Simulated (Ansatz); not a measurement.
The starting structures come from a database of crystals and need not be the phases stable at ambient conditions.

The decay constant κ of evanescent states in the gap governs leakage through a thin film.

Data:

```yaml
crystal:
  lattice:
    - [3.30724, 0.00000, 0.00000]
    - [0.00000, 6.99684, 0.01057]
    - [0.00000, -2.95642, 3.45090]
  atoms:
    - { symbol: In, position: [0.50000, 0.50000, 0.00000] }
    - { symbol: In, position: [0.00000, 0.00000, 0.00000] }
    - { symbol: H, position: [0.50000, 0.00000, 0.50000] }
    - { symbol: H, position: [0.00000, 0.50000, 0.50000] }
    - { symbol: O, position: [0.50000, 0.86962, 0.14985] }
    - { symbol: O, position: [0.50000, 0.13038, 0.85015] }
    - { symbol: O, position: [0.00000, 0.63038, 0.41061] }
    - { symbol: O, position: [0.00000, 0.36962, 0.58939] }
```

Space group of this cell: Pnnm. The cell was relaxed by PBE-D3(BJ); by r2SCAN its mean pressure is -3.5 GPa.

Transport runs along the normal of the first two printed cell vectors.

The gap is the functional's own. No spin-orbit coupling. Mid-gap values are interpolated on the energy grid.

Q: Estimate the band gap and the smallest decay constant κ at mid-gap that r2SCAN (Ansatz, an electronic-structure program) returns for this system.

A: Gap 2.52 eV on a 10×10×10 mesh; κ = 0.212 1/Å, at the zone centre.
